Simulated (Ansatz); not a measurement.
Consider Li in the bcc (W type) structure (space group Im-3m, No. 229; a = 3.434 Å; relaxed with 0.1 eV smearing). Axes: x, y, z lie along the cube axes.

Level of theory: Ansatz (a program for electronic structure), PBEsol, PAW, cutoff 420 eV, no spin-orbit coupling.

Strains are applied to the cell and any free atomic positions relax.

One change was made to it. Results:

```json
[
 {"quantity": "shortest interatomic distance", "base": "2.974 Å", "after": "2.963 Å"},
 {"quantity": "energy relative to the base (free energy F)", "base": "0 meV/atom", "after": "+0.1 meV/atom"}
]
```

Q: Which change produced these results?
(A) tensor shear ε_xy = +2.00 %
(B) tensor shear ε_xy = +1.14 %
(C) tensor shear ε_xy = +0.57 %
(D) tensor shear ε_xy = +1.43 %

A: C, tensor shear ε_xy = +0.57 %. For comparison, the shortest interatomic distance in the other runs: tensor shear ε_xy = +1.14 % gives 2.952 Å; tensor shear ε_xy = +1.43 % gives 2.946 Å; tensor shear ε_xy = +2.00 % gives 2.935 Å.

Whether these cells are dynamically stable was not tested.
